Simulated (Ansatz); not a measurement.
Defect: Si-vacancy pair (Si on one host Al site, one Al site vacant) in zinc-blende AlP, charge state -2. These are PBE, PAW (plane waves to 420 eV; Ansatz, a quantum-chemistry and plane-wave program) values and carry that method's errors.

Settings: 64 host sites, the relaxed PBE lattice, a 2×2×2 k-point mesh shifted by half a step, smearing 0.01 eV, spin-restricted, no image-charge correction. Static, classical nuclei. The charge state is imposed; whether it is stable for some Fermi level was not computed. Forms of the defect that were not tried may lie lower.

Barriers: single points on a 3×3×3 k-point mesh shifted by half a step at the bands' geometries.

The step: one Al atom jumps into the vacancy from a nearby Al site (Si-vacancy distance between ideal sites 3.90 Å throughout). Atoms about the jump, Cartesian Å from the middle of the jump, before and after:

```
atom     x0     y0     z0     x1     y1     z1
----  -----  -----  -----  -----  -----  -----
Al1    1.29   0.00  -1.29  -1.29   0.00   1.29
P2    -0.12   1.21   0.10   0.10   1.21  -0.12
P3     2.72  -1.45   0.00   2.66  -1.35  -0.12
P4    -0.12  -1.35   2.66   0.00  -1.45   2.72
P5    -0.07  -1.50  -2.70   0.00  -1.44  -2.61
P6    -2.61  -1.44   0.00  -2.70  -1.50  -0.07
Al7    1.29  -2.73   1.44   1.44  -2.73   1.29
Si8   -1.46  -2.80  -1.35  -1.35  -2.80  -1.46
P9    -0.07  -4.14  -0.05  -0.05  -4.14  -0.07
```

Question: Predict the transition state.

Answer: 
```csv
atom,x,y,z
Al1,0.06,-0.69,0.01
P2,0.02,1.56,-0.06
P3,2.56,-1.44,0.03
P4,0.03,-1.43,2.55
P5,-0.11,-1.50,-2.54
P6,-2.54,-1.49,-0.11
Al7,1.46,-2.94,1.46
Si8,-1.48,-2.94,-1.48
P9,-0.07,-4.20,-0.08
```
It lies 1.52 eV above the start and 1.52 eV above the end. The saddle point's order was not checked.
